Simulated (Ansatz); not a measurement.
The starting structures come from a database of crystals and need not be the phases stable at ambient conditions.

Data:

```yaml
crystal:
  lattice:
    - [4.61362, 0.00000, 0.00000]
    - [0.00000, 6.49047, 0.00000]
    - [0.00000, 0.00000, 4.61362]
  atoms:
    - { symbol: Mg, position: [0.50000, 0.50000, 0.50000] }
    - { symbol: Cd, position: [0.00000, 0.00000, 0.00000] }
    - { symbol: Te, position: [0.50000, 0.74455, 0.00000] }
    - { symbol: Te, position: [0.00000, 0.25545, 0.50000] }
```

Space group of this cell: P-4m2. The cell is taken as given; by PBEsol its mean pressure is -0.9 GPa.

Computed with PBEsol (plane waves, PAW; Ansatz, a quantum-chemistry and plane-wave program).

The current runs along the normal of the first two printed vectors; no spin-orbit coupling. Scaled by the factor s: both lengths across the current (ions clamped). The meshes follow the cell: 8×6×8 and 8×6 across at s = 0.98, 8×6×8 and 8×6 across at s = 1.00, 6×6×8 and 6×6 across at s = 1.02.

| s | mean pressure (GPa) | band gap (eV) |
|---|---|---|
| 0.98 | 0.7 | ? |
| 1.00 | -0.9 | 1.35 |
| 1.02 | -2.1 | 1.18 |

Task: Take the slope of the band gap against ln s from the two given rows, extrapolate to s = 0.98, and say what the run there gives.

Result: Slope = (1.18 − 1.35) / ln 1.02 = -8.58 eV. The line gives 1.35 + (-8.58) × ln 0.98 = 1.52 eV. The run gives 1.45 eV, 0.07 eV under the line, 42 % of the predicted step.
